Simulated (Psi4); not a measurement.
Psi4 1.11, unrestricted PBE0/def2-svp: Ni(OH)(amdMe) (CC1[N](C)[Ni]([OH])<-[N]=1C), charge 0, multiplicity 3, 18 atoms. The geometry is a generated start, not checked to be a minimum at this level.

| Quantity | Value |
|---|---|
| task | energy |
| method | pbe0 |
| basis | def2-svp |
| memory | 3 GB |
| maxiter | 100 |
| keys of the molecule block | symmetry c1 |
| scf_type | df (default) |
| e_convergence | 1e-06 (default) |
| d_convergence | 1e-06 (default) |
| dft_radial_points | 75 (default) |
| dft_spherical_points | 302 (default) |
| basis functions | 179 |
| grid points | 381427 |

```xyz
18

Ni     1.3278    -1.3298     1.0105
O      2.3057    -1.8064     2.4020
H      2.5640    -1.4671     3.2565
C     -1.2082     0.8533    -1.0474
C     -0.1871     0.1191    -0.2284
N      0.4027     0.6038     0.8396
C      0.1449     1.9223     1.3444
N      0.2450    -1.1253    -0.5287
C     -0.2645    -1.7876    -1.7004
H     -1.9772     0.1708    -1.4012
H     -0.7272     1.3049    -1.9145
H     -1.6792     1.6365    -0.4616
H      0.9202     2.1756     2.0677
H      0.1554     2.6709     0.5440
H     -0.8257     1.9691     1.8548
H      0.2580    -2.7335    -1.8363
H     -1.3374    -2.0023    -1.6036
H     -0.1172    -1.1745    -2.5972
```

Charge 0 and multiplicity 3 are set for this test and not shown to be the ground state.

With the defaults (damping_percentage = 0, diis = true, scf_initial_accelerator = adiis, level_shift = 0, level_shift_cutoff = 0.01, soscf = false, soscf_start_convergence = 0.01, diis_max_vecs = 10, guess = auto, which took SAD) it converges in 34 SCF iterations. One run each on 2 threads, with these changes:
- diis_max_vecs = 20
- soscf = true, soscf_start_convergence = 0.001
- damping_percentage = 60
- soscf = true, soscf_start_convergence = 0.1
- level_shift = 0.1, level_shift_cutoff = 0.001
- guess = sapgau
- damping_percentage = 20
- soscf = true
- damping_percentage = 60, diis = false, scf_initial_accelerator = none

### Question
Name the settings that don't reach the solution of the defaults.

### Answer
No convergence: damping_percentage = 20; damping_percentage = 60; damping_percentage = 60, diis = false, scf_initial_accelerator = none (the run ends without SCF convergence in 100 iterations). The rest reach the solution of the defaults.

```csv
setting,SCF iterations,JK calls,end
guess = sapgau,23,23,same solution
"level_shift = 0.1, level_shift_cutoff = 0.001",26,27,same solution
soscf = true,27,83,same solution
"soscf = true, soscf_start_convergence = 0.001",28,84,same solution
the defaults,34,35,same solution
diis_max_vecs = 20,41,42,same solution
"soscf = true, soscf_start_convergence = 0.1",85,256,same solution
damping_percentage = 20,100,101,no convergence
damping_percentage = 60,100,101,no convergence
"damping_percentage = 60, diis = false, scf_initial_accelerator = none",100,101,no convergence
```

An SOSCF iteration holds several JK calls; a Hückel guess adds calls on atoms.
